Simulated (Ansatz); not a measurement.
Au on the 1x1 (10-10) surface of wurtzite ZnO (cut with top plane O + Zn), one in a 2x1 cell, energies for each (34.7 Å²). Energies are against an atom of fcc Au, without zero-point or thermal terms; each row is named by its start (#2, #3: further inequivalent places of a kind). No converged result for: 4 more starts.

Host crystal: wurtzite ZnO, with a band gap (PBE, scalar-relativistic without spin-orbit coupling).

These are PBE (plane waves to 420 eV, PAW; Ansatz, a quantum-chemistry and plane-wave program) values and carry that method's errors.

Model: 33-atom slab, 9.4 Å thick at the start under the adsorbate (thin: gaps and levels are the slab's own), 3x4x1 mesh, Fermi-Dirac 0.01 eV, dipole correction, 16 atoms held, the rest relaxed; each run with such symmetry as its start has; spin-polarised, no spin-orbit, no U, no dispersion correction.

A negative adsorption energy means that the adsorbate is more stable on the surface than in its reference. Starts that drift may end in the same place. Heights count from the host atoms within 0.3 Å of the top one. Moments of ungapped slabs depend on the mesh.

| starting site | E_ads (eV) | height (Å) | nearest host atom (Å) | bonded to | change of the vacuum step (eV) | lateral drift (Å) | moment (μB) |
|---|---|---|---|---|---|---|---|
| hollow O-O-Zn-Zn-Zn | 2.06 | 1.97 | Zn 2.64 | 2 Zn | -0.26 | 0.2 | 0.8 |
| hollow beside O | 2.06 | 2.13 | O 2.27 | O + Zn | 0.04 | 0.8 | 0.8 |
| bridge Zn-Zn (span 3.3 Å) | 2.06 | 1.96 | Zn 2.63 | 2 Zn | -0.27 | 0.5 | 0.8 |
| bridge Zn-Zn (span 3.3 Å) #2 | 1.76 | 1.71 | O 2.23 | O + Zn | -0.07 | 1.1 | 1.0 |
